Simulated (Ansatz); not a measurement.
Take AgCl in the rock salt structure (space group Fm-3m, No. 225; a = 5.545 Å) as the base.

All numbers come from r2SCAN (Ansatz, a first-principles code, PAW, no SOC).

Before the change:

| Quantity | Value |
|---|---|
| Shortest interatomic distance | 2.773 Å |
| Band gap | 1.48 eV |

Now apply this change: cell and atoms relaxed at a pressure of 9 GPa.

Question: What does the calculation give for the shortest interatomic distance and band gap after the change?

Answer: The shortest interatomic distance decreases by 0.116 Å to 2.657 Å; the band gap increases by 0.039 eV (1.48 eV → 1.51 eV).

Load acts through the strain it causes; cell and atoms are relaxed under it. No phonon test of stability was made. No other phases were tried under pressure.
